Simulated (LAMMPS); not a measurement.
An MD run on a melt made from HgTe (zinc blende), 4096 atoms, at 660 K and 0 GPa, brought to that temperature within a few picoseconds.

Computed with classical MD, pair style sw, file CdTeZnSeHgS0.sw; code LAMMPS.

| r (Å) | g(r), Hg-Te | g(r), Hg-Hg | g(r), Te-Te |
|---|---|---|---|
| 2.420 | 0.000 | 0.000 | 0.000 |
| 2.460 | 0.001 | 0.000 | 0.000 |
| 2.500 | 0.005 | 0.000 | 0.000 |
| 2.540 | 0.022 | 0.000 | 0.000 |
| 2.580 | 0.081 | 0.000 | 0.000 |
| 2.620 | 0.223 | 0.000 | 0.000 |
| 2.660 | 0.522 | 0.000 | 0.000 |
| 2.700 | 1.11 | 0.000 | 0.000 |
| 2.740 | 1.79 | 0.000 | 0.000 |
| 2.780 | 2.79 | 0.001 | 0.000 |
| 2.820 | 3.71 | 0.001 | 0.000 |
| 2.860 | 4.46 | 0.010 | 0.000 |
| 2.900 | 4.89 | 0.036 | 0.000 |
| 2.940 | 4.90 | 0.087 | 0.003 |
| 2.980 | 4.80 | 0.159 | 0.008 |
| 3.020 | 4.45 | 0.260 | 0.039 |
| 3.060 | 3.80 | 0.388 | 0.097 |
| 3.100 | 3.28 | 0.550 | 0.191 |
| 3.140 | 2.74 | 0.755 | 0.401 |
| 3.180 | 2.33 | 0.911 | 0.665 |
| 3.220 | 1.95 | 1.13 | 1.00 |
| 3.260 | 1.65 | 1.24 | 1.28 |
| 3.300 | 1.38 | 1.37 | 1.52 |
| 3.340 | 1.19 | 1.39 | 1.73 |
| 3.380 | 1.03 | 1.47 | 1.89 |
| 3.420 | 0.904 | 1.48 | 1.81 |
| 3.460 | 0.807 | 1.42 | 1.84 |
| 3.500 | 0.701 | 1.39 | 1.77 |
| 3.540 | 0.635 | 1.40 | 1.65 |
| 3.580 | 0.563 | 1.28 | 1.61 |
| 3.620 | 0.527 | 1.26 | 1.48 |
| 3.660 | 0.469 | 1.20 | 1.36 |
| 3.700 | 0.465 | 1.21 | 1.31 |
| 3.740 | 0.455 | 1.17 | 1.25 |
| 3.780 | 0.458 | 1.23 | 1.22 |
| 3.820 | 0.479 | 1.26 | 1.13 |
| 3.860 | 0.489 | 1.27 | 1.11 |
| 3.900 | 0.518 | 1.25 | 1.07 |
| 3.940 | 0.521 | 1.27 | 1.06 |
| 3.980 | 0.550 | 1.29 | 1.06 |
| 4.020 | 0.568 | 1.33 | 1.01 |
| 4.060 | 0.599 | 1.34 | 1.01 |
| 4.100 | 0.624 | 1.35 | 0.945 |
| 4.140 | 0.652 | 1.29 | 0.917 |
| 4.180 | 0.684 | 1.34 | 0.926 |
| 4.220 | 0.722 | 1.39 | 0.926 |
| 4.260 | 0.725 | 1.34 | 0.949 |
| 4.300 | 0.736 | 1.39 | 0.976 |
| 4.340 | 0.750 | 1.43 | 1.04 |
| 4.380 | 0.767 | 1.38 | 1.12 |
| 4.420 | 0.831 | 1.40 | 1.19 |
| 4.460 | 0.813 | 1.39 | 1.23 |
| 4.500 | 0.825 | 1.33 | 1.32 |
| 4.540 | 0.830 | 1.40 | 1.38 |
| 4.580 | 0.872 | 1.34 | 1.40 |
| 4.620 | 0.888 | 1.34 | 1.44 |
| 4.660 | 0.866 | 1.32 | 1.46 |
| 4.700 | 0.890 | 1.28 | 1.51 |
| 4.740 | 0.859 | 1.22 | 1.51 |
| 4.780 | 0.896 | 1.22 | 1.52 |
| 4.820 | 0.889 | 1.16 | 1.51 |
| 4.860 | 0.915 | 1.14 | 1.50 |
| 4.900 | 0.895 | 1.09 | 1.48 |
| 4.940 | 0.911 | 1.08 | 1.41 |
| 4.980 | 0.893 | 1.05 | 1.37 |
| 5.020 | 0.908 | 1.04 | 1.35 |
| 5.060 | 0.908 | 1.00 | 1.28 |
| 5.100 | 0.880 | 0.977 | 1.27 |
| 5.140 | 0.894 | 0.964 | 1.21 |
| 5.180 | 0.905 | 0.911 | 1.20 |
| 5.220 | 0.902 | 0.892 | 1.14 |
| 5.260 | 0.906 | 0.915 | 1.07 |
| 5.300 | 0.915 | 0.875 | 1.07 |
| 5.340 | 0.914 | 0.886 | 1.02 |
| 5.380 | 0.907 | 0.893 | 1.01 |
| 5.420 | 0.908 | 0.856 | 0.947 |
| 5.460 | 0.903 | 0.850 | 0.930 |
| 5.500 | 0.910 | 0.839 | 0.875 |
| 5.540 | 0.906 | 0.870 | 0.871 |
| 5.580 | 0.925 | 0.883 | 0.855 |
| 5.620 | 0.936 | 0.868 | 0.816 |
| 5.660 | 0.921 | 0.879 | 0.806 |
| 5.700 | 0.951 | 0.888 | 0.795 |
| 5.740 | 0.951 | 0.882 | 0.792 |
| 5.780 | 0.947 | 0.892 | 0.779 |
| 5.820 | 0.971 | 0.879 | 0.764 |
| 5.860 | 0.981 | 0.910 | 0.764 |
| 5.900 | 0.989 | 0.910 | 0.766 |
| 5.940 | 1.01 | 0.917 | 0.757 |
| 5.980 | 1.04 | 0.938 | 0.763 |
| 6.020 | 1.05 | 0.915 | 0.765 |
| 6.060 | 1.11 | 0.900 | 0.776 |
| 6.100 | 1.11 | 0.911 | 0.778 |
| 6.140 | 1.10 | 0.874 | 0.796 |
| 6.180 | 1.15 | 0.900 | 0.783 |
| 6.220 | 1.13 | 0.870 | 0.761 |
| 6.260 | 1.16 | 0.867 | 0.806 |
| 6.300 | 1.16 | 0.872 | 0.795 |
| 6.340 | 1.16 | 0.842 | 0.821 |
| 6.380 | 1.17 | 0.863 | 0.803 |
| 6.420 | 1.16 | 0.838 | 0.820 |
| 6.460 | 1.16 | 0.879 | 0.841 |
| 6.500 | 1.15 | 0.856 | 0.840 |

Read from the full data:
- state found: liquid
- first peak of g(r), Hg-Te: 2.94 Å, height 4.9
- coordination number of Hg by Te: 4.30 (counted to 3.78 Å)
- coordination number of Te by Hg: 4.30 (counted to 3.78 Å)
- first peak of g(r), Hg-Hg: 3.41 Å, height 1.5

Caution: a run this short can hold a crystal over, or a liquid under, the potential's own melting point, which these runs don't give. Caution: the real compound melts congruently only under the pressure of its own vapour and loses its more volatile element when open.
